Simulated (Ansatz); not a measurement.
Total g(r) from a molecular-dynamics run [in the run: mean pressure 0.5 GPa against a target of 0; one k-point, which a denser mesh shifts by 0.2 GPa in pressure and 0.07 eV/Å in forces]. These are PBE (plane waves, PAW; Ansatz, a first-principles code) values and carry that method's errors.

```csv
r (Å),g(r)
1.02,0.00
1.14,0.00
1.26,0.00
1.38,0.00
1.50,0.00
1.62,0.00
1.74,0.00
1.86,0.00
1.98,0.00
2.10,0.00
2.22,0.00
2.34,0.01
2.46,0.12
2.58,0.68
2.70,1.87
2.82,2.93
2.94,3.00
3.06,2.58
3.18,2.13
3.30,1.82
3.42,1.52
3.54,1.04
3.66,0.54
3.78,0.23
3.90,0.09
4.02,0.04
4.14,0.04
4.26,0.13
4.38,0.37
4.50,0.77
4.62,1.16
4.74,1.44
4.86,1.28
4.98,0.89
```

Task: Which system gave this curve?
A) TiC (rock salt; ideal stoichiometry), crystal, 293 K, 2.1 GPa
B) Ta (bcc), crystal, 2035 K
C) Si7Ge, liquid, 1690 K
D) Ru (hcp), crystal, 302 K, 7.1 GPa

Result: B, Ta (bcc), crystal, 2035 K
